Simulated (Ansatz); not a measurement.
```
CELL_PARAMETERS angstrom
      0.00000     3.08383     3.08383
      3.08383     0.00000     3.08383
      3.08383     3.08383     0.00000
ATOMIC_POSITIONS crystal
  Se 0.75000 0.75000 0.75000
  Cd 0.00000 0.00000 0.00000
```

No spin polarisation.

The values are results of r2SCAN (Ansatz, a quantum-chemistry and plane-wave program, PAW, without spin-orbit coupling), earlier PAW set, not measurements. Settings: 9×9×9 k-points, 0.05 eV Fermi–Dirac smearing.

Q: What band gap does the calculation give?

A: 1.00 eV.

Q: Predict the width of the top valence band.

A: 2.06 eV.

The cells carry an imposed strain or load. Stability against distortions was not tested. The cell was made from CdSe in the zinc blende structure (space group F-43m, No. 216) by this change: isotropic strain +0.56 %.
